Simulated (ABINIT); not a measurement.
ABINIT run on LaAlH6 (R-3m, 16 atoms in the cell): self-consistent single point.

Level of theory: LDA (PW92), PAW (JTH v2.0 LDA PAW) (plane waves; ABINIT).

The change in words: 1 x 1 x 2 supercell, mesh divided and rounded up; nband: 12 → 22; ngkpt: 5 5 5 → 5 5 3. Reference geometry:
```
CELL_PARAMETERS angstrom
      3.25800     1.88101     2.09713
     -3.25800     1.88101     2.09713
      0.00000    -3.76201     2.09713
ATOMIC_POSITIONS crystal
  La 0.50000 0.50000 0.50000
  Al 0.00000 0.00000 0.00000
  H  0.93995 0.29183 0.29183
  H  0.06005 0.70817 0.70817
  H  0.29183 0.93995 0.29183
  H  0.70817 0.06005 0.70817
  H  0.29183 0.29183 0.93995
  H  0.70817 0.70817 0.06005
```

Reference input (self-consistent single point, DFT, LDA (PW92), plane waves, PAW (JTH v2.0 LDA PAW)): pseudos = [La.LDA_PW-JTH.xml, Al.LDA_PW-JTH.xml, H.LDA_PW-JTH.xml]; ecut = 816 eV; pawecutdg = 1633 eV; pawxcdev = 0; occopt = 1; ngkpt = 5 5 5; nshiftk = 1; shiftk = 0 0 0; potentials = JTH v2.0 LDA PAW; nband = 12; kptopt = 1; nstep = 60. This run's input differs from it in these lines:

```diff
@@ -3,21 +3,30 @@
 pseudos "La.LDA_PW-JTH.xml, Al.LDA_PW-JTH.xml, H.LDA_PW-JTH.xml"
-acell 4.3070529257 4.3070529257 4.3070529257 Angstrom
+acell 4.3070530030 4.3070530030 8.6141055422 Angstrom
 rprim
-         0.7564336689    0.4367271824    0.4869060205
-        -0.7564336689    0.4367271824    0.4869060205
-        -0.0000000000   -0.8734543647    0.4869060205
-natom 8
+         0.7564336909    0.4367271540    0.4869060117
+        -0.7564336909    0.4367271540    0.4869060117
+        -0.0000000000   -0.8734543550    0.4869060379
+natom 16
 ntypat 3
 znucl 57 13 1
-typat 1 2 3 3 3 3 3 3
+typat 1 1 2 2 3 3 3 3 3 3 3 3 3 3 3 3
 xcart
-         0.0000000000   -0.0000000000    3.1456950000
+        -0.0000000000    0.0000000000    3.1456950000
+        -0.0000000000   -3.7620140000    5.2428250000
          0.0000000000    0.0000000000    0.0000000000
-         2.1115748606    1.2191183142    3.1952082393
-        -2.1115748606   -1.2191183142    3.0961817607
-        -2.1115748606    1.2191183142    3.1952082393
-         2.1115748606   -1.2191183142    3.0961817607
-         0.0000000000   -2.4382366284    3.1952082393
-         0.0000000000    2.4382366284    3.0961817607
+        -0.0000000000   -3.7620140000    2.0971300000
+         2.1115749600    1.2191182568    3.1952082393
+         2.1115749600   -2.5428957432    5.2923382393
+        -2.1115749600   -1.2191182568    3.0961817607
+        -2.1115749600   -4.9811322568    5.1933117607
+        -2.1115749600    1.2191182568    3.1952082393
+        -2.1115749600   -2.5428957432    5.2923382393
+         2.1115749600   -1.2191182568    3.0961817607
+         2.1115749600   -4.9811322568    5.1933117607
+        -0.0000000000   -2.4382365137    3.1952082393
+        -0.0000000000   -6.2002505137    5.2923382393
+        -0.0000000000    2.4382365137    3.0961817607
+        -0.0000000000   -1.3237774863    5.1933117607
       Angstrom
+chkprim 0
 ecut 816 eV
@@ -26,5 +35,5 @@
 occopt 1
-nband 12
+nband 22
 kptopt 1
-ngkpt 5 5 5
+ngkpt 5 5 3
 nshiftk 1
```

Log, with long lists cut:

```
--- !BeginCycle
solver: {iscf: 17, nstep: 60, nline: 4, wfoptalg: 10, }
tolerances: {toldfe: 1.00E-09, }
...

     iter   Etot(hartree)      deltaE(h)  residm     nres2
 ETOT  1  -73.594898960337    -7.359E+01 5.672E-01 1.117E+02
 ETOT  2  -76.322783269854    -2.728E+00 1.485E-01 1.345E+02
 ETOT  3  -75.961391041024     3.614E-01 9.644E-03 5.481E+01
 ETOT  4  -75.733635513647     2.278E-01 2.137E-02 1.654E+00
 ETOT  5  -75.740299166828    -6.664E-03 2.133E-03 7.500E-01
 ETOT  6  -75.737537133679     2.762E-03 2.001E-03 1.347E-01
 ETOT  7  -75.737317062408     2.201E-04 1.352E-03 1.725E-02
 ETOT  8  -75.737255897836     6.116E-05 4.335E-04 2.845E-03
 ETOT  9  -75.737247475868     8.422E-06 3.534E-04 7.788E-05
 ETOT 10  -75.737247415494     6.037E-08 2.531E-04 4.118E-06
 ETOT 11  -75.737247434591    -1.910E-08 2.088E-04 5.628E-06
 ETOT 12  -75.737247414800     1.979E-08 1.626E-04 1.735E-07
 ETOT 13  -75.737247414605     1.943E-10 1.809E-04 1.267E-08
 ETOT 14  -75.737247414609    -3.737E-12 1.058E-04 1.867E-10
 At SCF step   14, etot is converged :
  for the second time, diff in etot=  3.737E-12 < toldfe=  1.000E-09

 Cartesian components of stress tensor (hartree/bohr^3)
  sigma(1 1)=  9.21766769E-05  sigma(3 2)= -3.01684387E-07
  sigma(2 2)=  9.23325850E-05  sigma(3 1)=  0.00000000E+00
  sigma(3 3)=  9.12136097E-05  sigma(2 1)=  0.00000000E+00

 ----iterations are completed or convergence reached----

 reduced coordinates (array xred) for   16 atoms
       0.500000000052      0.500000000052      0.250000000026
       0.500000000052      0.500000000052      0.750000000026
       0.000000000052      0.000000000052      0.000000000026
       0.000000000052      0.000000000052      0.500000000026
       0.939950000046      0.291830000038      0.145915000033
       0.939950000046      0.291830000038      0.645915000033
   [... lines left out ...]
 Fermi (or HOMO) energy (eV) =   2.13118   Average Vxc (eV)=  -9.85073
   [... lines left out ...]
local_psp           : -3.08458357492142E+01
total_energy        : -7.57372390225005E+01
total_energy_eV     : -2.06091508353783E+03
...

-Cartesian components of stress tensor (GPa)         [Pressure= -2.7040E+00 GPa]
- sigma(1 1)=  2.71193101E+00  sigma(3 2)= -8.87585960E-03
- sigma(2 2)=  2.71651798E+00  sigma(3 1)=  0.00000000E+00
- sigma(3 3)=  2.68359660E+00  sigma(2 1)=  0.00000000E+00

 Calculation completed.
```

The run converged in 14 iterations. Against the reference run the free energy is nearly the same (within 1 meV/atom), the pressure stays at -2.70 GPa, the largest force hardly changes (0.206 to 0.207 eV/Å) and the gap on the mesh goes from 2.400 to 2.208 eV.

The starting cell comes from a database of computed structures (which also holds hypothetical and non-ambient phases and stackings), without a prior relaxation at this level.

Cost on one core of a shared machine: roughly 8 min.
